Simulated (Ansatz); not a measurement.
For SnO (model structure, started from the tenorite type, P4₂/mmc, No. 131, 4 atoms in the cell), PBEsol in Ansatz (plane waves, PAW) gives:

* **equilibrium lattice constant a**: 3.200 Å
* **c axis length**: 6.280 Å

**Question.** What does PBE-D3(BJ) in Ansatz (PAW) give for the same quantities?

**Answer.** 
- lattice constant a: 3.215 Å (goes up by 0.5 %)
- lattice parameter c: 6.340 Å (increases by 1.0 %)

Changes are worked out from the printed values.

Unless a cell is named, each level is at its own relaxed cell (PBEsol 16.07, PBE-D3(BJ) 16.39 Å³/atom).

Ansatz's density-functional and Hartree–Fock values are scalar-relativistic unless marked +SOC, with PAW data made under PBE.

A model structure was made by putting elements into a prototype or built by hand; it is no filed structure, need not be a known phase, and can be a saddle point held by its symmetry.

Ansatz is a quantum-chemistry and plane-wave program.
